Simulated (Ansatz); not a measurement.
O on an anion site across 6 hosts. These are PBE, PAW (plane waves to 420 eV; Ansatz, a quantum-chemistry and plane-wave program) values and carry that method's errors. Charged cells are image-corrected; levels hold to tenths of an eV, spin–orbit coupling is left out, only levels at least 0.1 eV inside the gap count (those within 0.2 eV of an edge may still be shallow), and each defect is the lowest state found from one start.

| host | site at the start | sites, k-points | gap (eV) | localised charge states | levels above the VBM (eV) |
|---|---|---|---|---|---|
| zinc-blende BAs | the As site | 64, 2×2×2 shifted | 1.20 | +1, 0 | (+1/0) 0.21 |
| zinc-blende AlP | the P site | 64, 2×2×2 shifted | 1.63 | +1, 0, −1 | (+1/0) 1.34; (0/−1) 1.53 |
| 4H silicon carbide | the C(h) site | 96, 2×2×2 shifted | 2.23 | +2, +1, 0 | (+2/+1) 1.51; (+1/0) 1.86 |
| metastable zinc-blende GaN | the N site | 64, 2×2×2 shifted | 1.54 | +1 | none; +1 throughout |
| metastable 2H silicon carbide | the C site | 96, 2×2×2 shifted | 2.31 | +2, +1, 0 | (+2/+1) 1.46; (+1/0) 1.70 |
| beta Si3N4 | the N(2,3-fold) site | 84, 2×2×2 shifted | 4.25 | +1, 0, −1 | (+1/−1) 3.07 |

The lowest level as a share of the gap: zinc-blende BAs: 0.21 / 1.20 = 0.18; metastable 2H silicon carbide: 1.46 / 2.31 = 0.63; 4H silicon carbide: 1.51 / 2.23 = 0.68; beta Si3N4: 3.07 / 4.25 = 0.72; zinc-blende AlP: 1.34 / 1.63 = 0.82. No level in metastable zinc-blende GaN.
